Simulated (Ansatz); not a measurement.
Consider K in the bcc (W type) structure (space group Im-3m, No. 229; a = 5.212 Å).

All numbers come from PBEsol/PAW in Ansatz (a first-principles code), no spin-orbit coupling.

For the base:

The volume per atom is 70.80 Å³.

Now apply this change: a hydrostatic pressure of 7 GPa.

What does the calculation give for the volume per atom after the change?

The volume per atom decreases by 32.329 Å³, from 70.80 Å³ to 38.48 Å³.

Load acts through the strain it causes; cell and atoms are relaxed under it. Whether these cells are dynamically stable was not tested. No other phases were tried under pressure.
